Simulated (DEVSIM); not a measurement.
# abrupt Si p-n junction

Device: abrupt Si p-n junction, at 250 K.

| layer (left to right) | material | thickness (μm) | Nd (cm⁻³) | Na (cm⁻³) | τn (s) | τp (s) |
|---|---|---|---|---|---|---|
| 1 | Si | 7.30 | - | 1.5e16 | 1.9e-7 | 1.9e-7 |
| 2 | Si | 4.70 | 4.5e15 | - | 1.9e-7 | 1.9e-7 |

Left contact: ohmic. Right contact: ohmic. Voltage is applied to the left contact. Recombination: SRH at mid-gap, radiative. Mobility is constant in doping.

The device is made up for the run: typed textbook-type constants, with dimensions and the other settings drawn at random. Values at 300 K; Nc and Nv go as T^1.5, mobilities as T to minus their exponent, the gap by Varshni's rule with the affinity fixed.

```csv
parameter,Si
gap (eV),1.124
affinity (eV),4.05
permittivity,11.7
Nc (cm⁻³),2.86e19
Nv (cm⁻³),3.1e19
μn (cm²/Vs),1417
μp (cm²/Vs),470
T exponent of μn,2.3
T exponent of μp,2.2
B (cm³/s),4.7e-15
Varshni α (eV/K),0.000473
Varshni β (K),636
```

Simulated with DEVSIM: 1D drift-diffusion, Boltzmann statistics, complete ionisation; no tunnelling, impact ionisation, image-force lowering or self-heating.

| Property | Result |
|---|---|
| Potential step across the device at zero bias | 0.795 V |
| Largest field in the device at zero bias | 28000 V/cm |
| Dark forward voltage at 1 A/cm² | 0.691 V |
| Dark forward voltage at 100 A/cm² | 0.823 V |

Dark forward current:

```json
[
 {"V (V)": "0.05", "J (A/cm²)": "2.6e-10"},
 {"V (V)": "0.15", "J (A/cm²)": "3.7e-9"},
 {"V (V)": "0.20", "J (A/cm²)": "1.3e-8"},
 {"V (V)": "0.30", "J (A/cm²)": "1.6e-7"},
 {"V (V)": "0.35", "J (A/cm²)": "6.3e-7"},
 {"V (V)": "0.45", "J (A/cm²)": "2.1e-5"},
 {"V (V)": "0.55", "J (A/cm²)": "0.0016"},
 {"V (V)": "0.60", "J (A/cm²)": "0.016"},
 {"V (V)": "0.70", "J (A/cm²)": "1.5"},
 {"V (V)": "0.80", "J (A/cm²)": "61"},
 {"V (V)": "0.85", "J (A/cm²)": "180"},
 {"V (V)": "0.95", "J (A/cm²)": "690"},
 {"V (V)": "1.00", "J (A/cm²)": "1100"},
 {"V (V)": "1.10", "J (A/cm²)": "2200"}
]
```

Dark reverse current:

```csv
V (V),J (A/cm²)
-0.40,-5.3e-10
-1.00,-1.1e-9
-2.00,-1.8e-9
-3.00,-2.3e-9
-4.00,-2.8e-9
-6.00,-3.7e-9
-8.00,-4.4e-9
-10.00,-5.1e-9
-13.00,-6.0e-9
-16.00,-6.8e-9
-20.00,-7.8e-9
```
